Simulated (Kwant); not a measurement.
Device: quantum point contact (saddle potential) in a In0.53Ga0.47As two-dimensional gas. Effective mass 0.041 mₑ, grid spacing 15 nm, hard walls, nominal width 300 nm (19 grid rows, so walls 300 nm apart), one parabolic valley, scattering region 900 nm long along x; energies count from the band bottom; Fermi energy 0.00185 eV. Potential (V0 + ½k y²) cos²(πx/L) for |x| < L/2, with V0 swept from 0.0019425 to 0 eV, k = 2.8e-07 eV/nm², L = 410 nm.

The device is made up for the run: typed textbook-type constants, with dimensions and the other settings drawn at random.

Kwant, effective-mass tight-binding model on a square grid, one spin, coherent transport at 0 K. Conductance is in e²/h.

Question: Compare with the saddle-point formula G = Σ 1/(1 + exp(−2π(E − V0 − ħωy(n + ½))/ħωx)), taking ħωy = ħ√(k/m) and ħωx from the curvature along x of V0 plus half of the mode's confinement energy.

Answer: ħωy = 0.721 meV; at V0 = 1.58 meV the lowest mode has ħωx = 0.619 meV.

| V0 (meV) | formula | simulation |
|---|---|---|
| 1.83 | 0.038 | 0.038 |
| 1.58 | 0.29 | 0.30 |
| 1.32 | 0.87 | 0.87 |
| 1.07 | 1.03 | 1.03 |
| 0.816 | 1.36 | 1.38 |
| 0.563 | 1.94 | 1.94 |

The formula takes a parabolic saddle in the continuum; the run has the full potential on a grid.
